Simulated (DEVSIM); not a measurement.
# In0.53Ga0.47As n-p junction from an implanted or diffused profile

Device: In0.53Ga0.47As n-p junction from an implanted or diffused profile, at 300 K.

```tsv
layer (left to right)	material	thickness (μm)	Na (cm⁻³)	τn (s)	τp (s)
1	In0.53Ga0.47As	430	3.2e14	7.5e-9	7.5e-9
```

Added donor profile: 1e16 cm⁻³ × exp(−(x − 0.042 μm)²/(2·(0.041 μm)²)). Left contact: ohmic. Right contact: ohmic. Voltage is applied to the left contact. Recombination: SRH at mid-gap, radiative. Mobility is constant in doping.

Constants are typed, rounded textbook-type inputs, not results; the design itself was drawn at random and stands for no fabricated device. Values at 300 K.

```csv
parameter,In0.53Ga0.47As
gap (eV),0.74
affinity (eV),4.51
permittivity,13.9
Nc (cm⁻³),2.1e17
Nv (cm⁻³),7.7e18
μn (cm²/Vs),12000
μp (cm²/Vs),300
B (cm³/s),9.6e-11
```

Simulated with DEVSIM: 1D drift-diffusion, Boltzmann statistics, complete ionisation; no tunnelling, impact ionisation, image-force lowering or self-heating.

- Potential step across the device at zero bias: 0.385 V

Dark forward current:

```csv
V (V),J (A/cm²)
-0.05,-0.00082
-0.10,-0.0037
-0.15,-0.011
-0.25,-0.035
-0.30,-0.050
-0.35,-0.066
-0.40,-0.083
-0.45,-0.099
-0.55,-0.13
-0.60,-0.15
-0.65,-0.17
-0.70,-0.19
-0.80,-0.22
-0.85,-0.24
-0.90,-0.26
-0.95,-0.28
-1.00,-0.30
-1.10,-0.33
-1.15,-0.35
-1.20,-0.37
```
